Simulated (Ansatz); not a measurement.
Consider interstitial Li in rock-salt CaO, charge state +1. Computed with PBE, PAW (plane waves to 420 eV; Ansatz, a quantum-chemistry and plane-wave program).

64-site cell at the relaxed PBE lattice, the Γ point alone, smearing 0.01 eV, spin-restricted, no finite-size correction. Static, classical nuclei. The charge state is imposed; whether it is stable for some Fermi level was not computed. Sites that were not tried may lie lower.

Barriers: single points on a 2×2×2 k-point mesh shifted by half a step at the bands' geometries.

The step: Li moves alone to another site. Atoms about the jump, Cartesian Å from the middle of the jump, before and after:

```tsv
atom	x0	y0	z0	x1	y1	z1
Li1	0.00	0.00	1.21	0.00	0.00	-1.21
O2	-1.13	1.13	0.08	-1.13	1.13	-0.08
O3	1.13	-1.13	0.08	1.13	-1.13	-0.08
Ca4	1.34	1.35	-0.14	1.35	1.34	0.14
Ca5	-1.35	-1.35	-0.14	-1.35	-1.35	0.14
O6	1.13	1.13	2.34	1.22	1.22	2.44
O7	1.22	1.22	-2.44	1.13	1.13	-2.34
O8	-1.22	-1.22	-2.44	-1.13	-1.13	-2.33
O9	-1.13	-1.13	2.33	-1.22	-1.22	2.44
Ca10	-1.21	1.20	-2.41	-1.35	1.34	-2.55
Ca11	-1.35	1.34	2.55	-1.21	1.20	2.41
Ca12	1.20	-1.21	-2.41	1.34	-1.35	-2.55
Ca13	1.34	-1.35	2.55	1.20	-1.21	2.41
```

Predict the transition state.


```csv
atom,x,y,z
Li1,0.00,0.01,0.00
O2,-1.22,1.22,0.00
O3,1.22,-1.22,0.00
Ca4,1.54,1.54,0.00
Ca5,-1.54,-1.53,0.00
O6,1.21,1.22,2.33
O7,1.21,1.22,-2.33
O8,-1.21,-1.21,-2.33
O9,-1.21,-1.21,2.33
Ca10,-1.21,1.21,-2.42
Ca11,-1.21,1.21,2.42
Ca12,1.21,-1.20,-2.42
Ca13,1.21,-1.20,2.42
```
It lies 1.04 eV above the start and 1.04 eV above the end. The program found a first-order saddle point.
